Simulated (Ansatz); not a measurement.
Density of states of ZrAl₃ (I4/mmm) near the Fermi level, PBEsol, rigid bands in Ansatz (an electronic-structure program).

```
E − E_F (eV) | states/eV/cell
    -1.95 | ################### 4.46
    -1.85 | ######################## 5.58
    -1.75 | ########################## 5.94
    -1.65 | ########################## 5.95
    -1.55 | ############################# 6.58
    -1.45 | ############################## 6.88
    -1.35 | ############################## 6.81
    -1.25 | ################# 3.96
    -1.15 | ############### 3.33
    -1.05 | ################ 3.56
    -0.95 | ################## 4.05
    -0.85 | ################### 4.44
    -0.75 | ################### 4.25
    -0.65 | ############ 2.77
    -0.55 | ########## 2.25
    -0.45 | ######### 2.05
    -0.35 | ######## 1.91
    -0.25 | ######## 1.87
    -0.15 | ######### 1.98
    -0.05 | ######### 2.04
     0.05 | ######### 2.07
     0.15 | ########## 2.22
     0.25 | ########## 2.34
     0.35 | ########### 2.58
     0.45 | ########### 2.52
     0.55 | ############ 2.66
     0.65 | ############ 2.75
     0.75 | ########### 2.59
     0.85 | ########## 2.41
     0.95 | ############# 2.87
     1.05 | ################## 4.18
     1.15 | ####################### 5.20
     1.25 | ####################### 5.27
     1.35 | ##################### 4.92
     1.45 | ###################### 4.99
     1.55 | ###################### 5.10
     1.65 | ######################## 5.46
     1.75 | ######################### 5.66
     1.85 | ######################### 5.74
     1.95 | ########################## 6.01
```

Task: With 8 atoms a cell, what bare Sommerfeld coefficient γ = (π²/3) k_B² N(E_F) follows?

Result: N(E_F) ≈ 2.0 states/eV a cell at 300 K, so γ ≈ 0.60 mJ/(mol of atoms·K²), before many-body enhancement (phonons, spin fluctuations, correlation).

Task: How far does the Fermi level move in a rigid band for 0.1 electron a cell added or removed?

Result: 49 meV and -49 meV.

A metal at this level (no band gap); rigid bands, thermally averaged at 300 K, both spins. Spin-orbit coupling is left out. Geometry: cell and atoms relaxed with PBEsol.

Formula and space group known from diffraction (Crystallography Open Database), not checked to be the room-temperature form: ZrAl3 (I4/mmm).
